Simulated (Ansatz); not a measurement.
**PBE against r2SCAN: NiSi, biaxial strain +1.07 %, plane normal [001], relaxed out of plane**

The reference is NiSi (space group Pnma, No. 62; a = 5.190 Å, b = 3.350 Å, c = 5.624 Å; non-magnetic). Axes: x, y, z lie along a, b, c of the conventional cell.

(Cell as relaxed with PBE.)

Levels (all Ansatz, a first-principles code, PAW): PBE (420 eV, scalar-relativistic without spin-orbit coupling); r2SCAN (500 eV, spin-orbit coupling left out).

Each level relaxes its own structure.

```json
[
 {"base": "volume per atom", "PBE": "12.22 Å³", "r2SCAN": "11.90 Å³"},
 {"base": "band gap", "PBE": "zero", "r2SCAN": "zero"}
]
```

Perturbation: biaxial strain +1.07 %, plane normal [001], relaxed out of plane (Cartesian); in-plane vectors clamped, the third vector and the atoms free.

| quantity | PBE | r2SCAN |
|---|---|---|
| volume per atom | 12.36 Å³ | [?] |
| pressure (mean of the normal stresses, compression positive) | -2.0 GPa | [?] |
| band gap | zero | [?] |

What does r2SCAN give?


- volume per atom, r2SCAN: 12.02 Å³
- pressure (mean of the normal stresses, compression positive), r2SCAN: -2.1 GPa
- band gap, r2SCAN: zero

PBE's volume per atom lies 0.34 Å³ above r2SCAN's (2.8 %); the two agree on the band gap. Neither level is exact; r2SCAN is the comparison here, not a measurement.

No phonon test of stability was made. Starting moments died away, wholly or in part, for the base; another magnetic solution may exist. All final runs are without spin polarisation.
